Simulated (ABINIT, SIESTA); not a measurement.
An ABINIT input for a self-consistent single point of a sheet of PtS2 (3 atoms in the cell) (DFT, PBEsol, plane waves, PAW (JTH v2.0 PBE PAW, files made for PBE)):

```
# PtS2, JTH v2.0 PBE PAW
pp_dirpath "./"
pseudos "Pt.GGA_PBE-JTH.xml, S.GGA_PBE-JTH.xml"
acell 6.3381888234 6.3381888234 31.7334602738
rprim
         1.0000000000    0.0000000687    0.0000000000
        -0.5000000595    0.8660253694    0.0000000000
         0.0000000000    0.0000000000    1.0000000000
natom 3
ntypat 2
znucl 78 16
typat 1 2 2
xcart
         0.0000000000    0.0000000000    8.3963120000
        -0.0000001331    1.9364472850    9.7926186856
         1.6770124753    0.9682237578    7.0000053144
      Angstrom
ecut 21
pawecutdg 42
pawxcdev 0
ixc -116133
occopt 3
tsmear 0.00367493
nband 16
kptopt 1
ngkpt 11 11 1
nshiftk 1
shiftk 0 0 0
nstep 60
toldfe 1.0e-09
diemac 10
prtwf 0
prtden 0
```

Problem. Write the same calculation as an input for SIESTA.

Solution. This is the input that was run; spellings and numerical settings could be chosen otherwise.

```
# files in the folder: Pt.psml S.psml (PseudoDojo PBEsol standard)
SystemName  PtS2
SystemLabel siesta

NumberOfAtoms                3
NumberOfSpecies              2
%block ChemicalSpeciesLabel
  1 78 Pt
  2 16 S
%endblock ChemicalSpeciesLabel
LatticeConstant              1.0 Ang
%block LatticeVectors
     3.354025000    0.000000000    0.000000000
    -1.677013000    2.904671000    0.000000000
     0.000000000    0.000000000   16.792624000
%endblock LatticeVectors
AtomicCoordinatesFormat      Ang
%block AtomicCoordinatesAndAtomicSpecies
     0.000000000    0.000000000    8.396312000  1
    -0.000002010    1.936448302    9.792618686  2
     1.677014010    0.968222698    7.000005314  2
%endblock AtomicCoordinatesAndAtomicSpecies

XC.functional                GGA
XC.authors                   PBEsol
PAO.BasisSize                DZP
PAO.EnergyShift              0.005 Ry
MeshCutoff                   300 Ry
%block kgrid.MonkhorstPack
   11   0   0  0.0
    0  11   0  0.0
    0   0   1  0.0
%endblock kgrid.MonkhorstPack
OccupationFunction           FD
ElectronicTemperature        1160.45 K

MaxSCFIterations             150
SCF.Mixer.Method             Pulay
SCF.Mixer.Weight             0.1
SCF.Mixer.History            8
SCF.DM.Tolerance             1.0E-05
Diag.ParallelOverK           true
WriteForces                  true
Charge.Mulliken              end
```

Basis settings and potentials, where a program has them, do not carry over. This input uses DFT, GGA PBEsol, numerical atomic orbitals DZP, PseudoDojo PBEsol standard norm-conserving potentials (rewritten from UPF to PSML).

The starting cell was generated: these elements placed on a structure prototype, without a prior relaxation; it need not be a known phase or ordering of this composition. Its lattice was rescaled in the plane by a random factor within 2.5 % of one.
